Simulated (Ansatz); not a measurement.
# Cs2AgBiBr6: transverse stress against strain

Cs2AgBiBr6 (Fm-3m, 35.005 Å³/atom and stress up to 0.01 GPa in the relaxed cell, cube axes along x, y and z) under a strain ε along a cube axis (axis z), the other axes held. PBEsol in Ansatz, a plane-wave DFT program (PAW, default set), 420 eV, 5×5×5 Γ-centred mesh, Fermi-Dirac smearing 0.05 eV; ions are relaxed, or left where forces stay under 0.02 eV/Å, within the symmetry of each cell. Stress is positive for a compressed cell.

Here s stands for strain and y for stress xx.

| strain (%) | stress xx (GPa) |
|---|---|
| -3.00 | ? |
| -1.50 | 0.27 |
| -0.75 | 0.13 |
| 0.00 | 0.00 |
| 0.75 | -0.13 |
| 1.50 | -0.25 |

Taking a straight line for y over the 5 complete rows: Means: s 0, y 0.004. About the means, the sum of products is -0.97500 and the sum of squares of s is 5.6250; the slope is their ratio. Least squares gives y = 0.004 - 0.1733·s. Residuals (row less fit): 0.006, -0.004, -0.004, -0.004, 0.006; standard error 0.006 (degrees of freedom: 3). The slope gives the elastic constant C12 = 17.3 ± 0.3 GPa (± standard error of the fit, which holds the terms cut off).

### Question
Estimate the missing y (s = -3.00); what did the run itself give?

### Answer
y = 0.004 - 0.1733 × (-3.00) = 0.524 GPa. The calculation gives 0.56 GPa, 0.036 GPa above the prediction (4.4 % of the range of y in the table). The row lies outside the fitted rows, so this is an extrapolation. From the scatter of the fitted rows alone, a prediction at this place has a standard error of 0.011 GPa, so the miss is 3.3 times that.

A polynomial of degree 2 through the 8 other runs of the series gives 0.56 there, so most of the miss is curvature that the fit leaves out. The primitive cell can neither tilt nor turn polar against its symmetry, as such crystals can under strain. The start is a measured cell from the literature; how it stands against other phases or cation orders wasn't checked. Spin-orbit coupling is left out, which can shift these values for the heavy elements here. Rows are the converged runs of the series near zero and its far end; series whose fitted rows scatter by over a few per cent of the range, as at a crossing or softening among them, aren't shown in this form, nor equations of state whose B0' disagrees with the runs' pressures. Most that stay on the fit to the last digits aren't either.
